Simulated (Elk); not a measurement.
Worked example: self-consistent single point of SrGe₂Ru₂ (I4/mmm, 5 atoms in the cell) in Elk.

Method: PBEsol, all-electron FP-LAPW, Elk's shipped species files, default APW+lo basis (Elk 10.2.4).

```xyz
5
Lattice="-2.1524 2.1524 5.1470 2.1524 -2.1524 5.1470 2.1524 2.1524 -5.1470" Properties=species:S:1:pos:R:3 pbc="T T T"
Sr     0.0000     0.0000     0.0000
Ge     0.0000     0.0000     6.6106
Ge     0.0000     0.0000     3.6834
Ru     0.0000     2.1524     2.5735
Ru     2.1524     0.0000     2.5735
```

Reference input (self-consistent single point, DFT, LDA (PW92), all-electron FP-LAPW, Elk's shipped species files, default APW+lo basis): xctype = 3; rgkmax = 7; stype = 0; swidth = 0.00183747 Ha; ngridk = 6 6 6; rmtscf = 0.86. This run's input differs from it in these lines:

```diff
@@ -4,3 +4,3 @@
 xctype
-  3
+  22
```

The program printed (abridged):

```
│ Self-consistent loop started │
│ Loop number : 1 │
 total energy                :     -16426.9677293
│ Loop number : 2 │
 total energy                :     -16427.8195150
RMS change in Kohn-Sham potential (target) :   0.1807272887     (  0.1000000000E-05)
Absolute change in total energy (target)   :   0.8517857696     (  0.1000000000E-03)
│ Loop number : 3 │
 total energy                :     -16428.0897180
RMS change in Kohn-Sham potential (target) :   0.1756431927     (  0.1000000000E-05)
Absolute change in total energy (target)   :   0.4831493945     (  0.1000000000E-03)
│ Loop number : 4 │
   [... lines left out ...]
Absolute change in total energy (target)   :   0.2019915650E-02 (  0.1000000000E-03)
│ Loop number : 14 │
 total energy                :     -16432.4680664
RMS change in Kohn-Sham potential (target) :   0.1046727949E-05 (  0.1000000000E-05)
Absolute change in total energy (target)   :   0.1813582676E-03 (  0.1000000000E-03)
│ Loop number : 15 │
 total energy                :     -16432.4680357
RMS change in Kohn-Sham potential (target) :   0.1874337448E-06 (  0.1000000000E-05)
Absolute change in total energy (target)   :   0.1472431177E-04 (  0.1000000000E-03)
Convergence targets achieved

│ Loop number : 16 │

Energies :
 Fermi                       :     0.322781251159
 total energy                :     -16432.4680485

Density of states at Fermi energy :    66.85837683
 (states/Hartree/unit cell)

Estimated indirect band gap :   0.3097812897E-03
 from k-point     13 to k-point      1
Estimated direct band gap   :   0.2671332040E-02
 at k-point      1

Charges :
 core                        :    120.0000000
 valence                     :    70.00000000
 interstitial                :    11.34226188
 muffin-tins (core leakage)
  species :    1 (Sr)
   atom    1                 :    35.34946280     (  0.2642347121E-03)
  species :    2 (Ge)
   atom    1                 :    29.78513042     (  0.2281326700E-02)
   atom    2                 :    29.78513042     (  0.2281326700E-02)
  species :    3 (Ru)
   atom    1                 :    41.86900723     (  0.8798089048E-06)
   atom    2                 :    41.86900723     (  0.8798089048E-06)
 total in muffin-tins        :    178.6577381
 total calculated charge     :    189.9971381
 total charge                :    190.0000000
 error                       :   0.2861902178E-02

│ Self-consistent loop stopped │
```

The run converged in 16 iterations. The count includes the last loop, which Elk runs after its targets are met. 

The starting cell comes from a database of computed structures (which also holds hypothetical and non-ambient phases and stackings), without a prior relaxation at this level. Its lattice was rescaled by a random factor within 2.5 % of one. Spin polarisation is off. Values depend on the basis (sphere radii, cutoffs, local orbitals), which need not be converged. The log's line on a gap gives a spacing of levels on this mesh, which the program prints for metals too.

Cost on one core of a shared machine: roughly 40 s.
